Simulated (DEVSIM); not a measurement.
System: GaP/Si n-p heterojunction, at 400 K.

Layer 1 from the left is GaP, thickness (μm) 0.660, Nd (cm⁻³) 1.2e18, τn (s) 1.3e-6, τp (s) 1.3e-6. Layer 2 from the left is Si, thickness (μm) 4.60, Na (cm⁻³) 4.9e17, τn (s) 1.3e-6, τp (s) 1.3e-6.

Left contact: ohmic. Right contact: ohmic. Voltage is applied to the left contact. Recombination: SRH at mid-gap. Mobility is μmin + (μ − μmin)/(1 + (N/Nref)^α).

The device is made up for the run: typed textbook-type constants, with dimensions and the other settings drawn at random. Values at 300 K; Nc and Nv go as T^1.5, mobilities as T to minus their exponent, the gap by Varshni's rule with the affinity fixed.

GaP: gap (eV) 2.26, affinity (eV) 3.8, permittivity 11.1, Nc (cm⁻³) 1.8e19, Nv (cm⁻³) 1.9e19, μn (cm²/Vs) 250, μp (cm²/Vs) 150, μn,min 10, μp,min 10, Nref,n 4.4e18, Nref,p 1e18, αn 0.8, αp 0.85, T exponent of μn 1.6, T exponent of μp 1.98, Varshni α (eV/K) 0.00058, Varshni β (K) 372. Si: gap (eV) 1.124, affinity (eV) 4.05, permittivity 11.7, Nc (cm⁻³) 2.86e19, Nv (cm⁻³) 3.1e19, μn (cm²/Vs) 1417, μp (cm²/Vs) 470, μn,min 52, μp,min 45, Nref,n 9.7e16, Nref,p 2.2e17, αn 0.68, αp 0.72, T exponent of μn 2.3, T exponent of μp 2.2, Varshni α (eV/K) 0.000473, Varshni β (K) 636.

DEVSIM, 1D drift-diffusion, Boltzmann statistics, complete ionisation; no tunnelling, impact ionisation, image-force lowering or self-heating. Band offsets follow the typed affinities; no thermionic-emission limit at abrupt steps, no polarisation charge.

Q: What does the simulation give for the dark forward voltage at 100 A/cm², the largest field in the device at zero bias?

A: dark forward voltage at 100 A/cm² 0.697 V; largest field in the device at zero bias 340000 V/cm.
